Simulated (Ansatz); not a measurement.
Worked calculations on one periodic cell of amorphous Si30N42Be3: Si30N42Be3, 75 atoms, volume 823.1 Å³, made by a melt-quench on the CHGNet potential and relaxed with DFT. N atoms were pushed apart under 1.9 Å during the dynamics, to hinder bonds among them. It is a model cell: composition and starting density were chosen by hand, and all elements were melted together. Cycles of charging were run to anneal it. Computed with PBE, scalar-relativistic without spin-orbit coupling (plane waves to 420 eV, PAW; Ansatz, a first-principles code). Sampling: a 2×2×2 Γ-centred mesh; Fermi-Dirac width 0.02 eV; no spin polarisation. Its volume was held where the quench left it, its shape was free, and it stands at a mean pressure of -0.6 GPa with stress components up to 0.6 GPa; the relaxation ran on the zone centre alone. Its density went from a set 2.94 to 2.94 g/cm³. The cell is small and was quenched far faster than a real film, so it is one sample of the glass.

Task: Count formal charges (Si +4, N -3, Be +2). What does the count lead one to expect at the Fermi level, and what does the calculation give?

Result: 30 × (+4) + 42 × (-3) + 3 × (+2) = 0. The charges balance, so the anion-derived valence states can be full and a gap can open. On this mesh the highest filled and lowest empty level lie 2.38 eV apart, the PBE gap of this cell, with a localised state at one edge or both.

Four energies for an added electron at PBE on the zone centre alone (charged cells in a uniform background, spin-polarised): neutral at the neutral geometry -35535.932 eV; charged at the neutral geometry -35525.964 eV; charged and relaxed -35526.326 eV; neutral at the charged geometry -35535.138 eV.

Task: Find the two relaxation energies and their sum, the reorganisation energy.

Result: On charging: -35525.964 − (-35526.326) = 0.362 eV. On discharging: -35535.138 − (-35535.932) = 0.794 eV. The sum is 1.156 eV. The carrier's level spreads over 6 of the 75 atoms' worth, so it counts as localised, most on one Si atom with neighbours N 1.74 Å, N 1.77 Å, N 1.83 Å, N 1.98 Å (neutral geometry). The values are uncorrected: the image energy of a point charge in this cell, 2.84 × 14.40 / (2 × 9.4) = 2.2 eV before screening, is screened by electrons alone at the fixed geometry and by ions too after relaxing, and the carrier can be spread before it relaxes, so each term can be off by up to that value times 1/ε∞, some tenths of an eV. PBE's self-interaction favours spread-out carriers, so a hybrid can localise more.

Four energies for a hole at PBE on the zone centre alone (charged cells in a uniform background, spin-polarised): neutral at the neutral geometry -35535.932 eV; charged at the neutral geometry -35543.263 eV; charged and relaxed -35543.448 eV; neutral at the charged geometry -35535.512 eV.

Task: Find the two relaxation energies and their sum, the reorganisation energy.

Result: On charging: -35543.263 − (-35543.448) = 0.185 eV. On discharging: -35535.512 − (-35535.932) = 0.420 eV. The sum is 0.605 eV. The carrier's level spreads over 4 of the 75 atoms' worth, so it counts as localised, most on one N atom with neighbours Be 1.56 Å, Be 1.61 Å, Si 1.68 Å (neutral geometry). The values are uncorrected: the image energy of a point charge in this cell, 2.84 × 14.40 / (2 × 9.4) = 2.2 eV before screening, is screened by electrons alone at the fixed geometry and by ions too after relaxing, and the carrier can be spread before it relaxes, so each term can be off by up to that value times 1/ε∞, some tenths of an eV. PBE's self-interaction favours spread-out carriers, so a hybrid can localise more.
